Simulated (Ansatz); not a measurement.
The starting structures come from a database of crystals and need not be the phases stable at ambient conditions.

## Evanescent states of HfS2 (P-3m1, CdI2 type, not sure to be the ambient phase, 3 atoms a cell, 21.7 Å³ an atom) along the normal of (110)

Method: PBEsol (plane waves, PAW; Ansatz, an electronic-structure program).

The gap is the functional's own. No spin-orbit coupling. Mid-gap values are interpolated on the energy grid.

Energies count from the valence-band top; κ is the least over a 6×6 mesh across the current.

| E (eV) | κ (1/Å) | where |
|---|---|---|
| 0.03 | 0.088 | Γ |
| 0.09 | 0.099 | Γ |
| 0.15 | 0.108 | Γ |
| 0.21 | 0.116 | Γ |
| 0.27 | 0.123 | Γ |
| 0.33 | 0.129 | Γ |
| 0.39 | 0.133 | off Γ |
| 0.45 | 0.125 | off Γ |
| 0.51 | 0.115 | off Γ |
| 0.57 | 0.102 | off Γ |
| 0.63 | 0.087 | off Γ |
| 0.69 | 0.065 | off Γ |
| 0.75 | 0.026 | off Γ |

### Question
How thick must the barrier be to attenuate the transmission by 10^8 when the electrodes' Fermi level lies at 0.21 eV, and what attenuation does that film give at 0.39 eV?

### Answer
d = 8 ln 10 / (2 × 0.116) = 79.4 Å. At 0.39 eV it gives 8 × 0.133/0.116 = 9.2 decades.
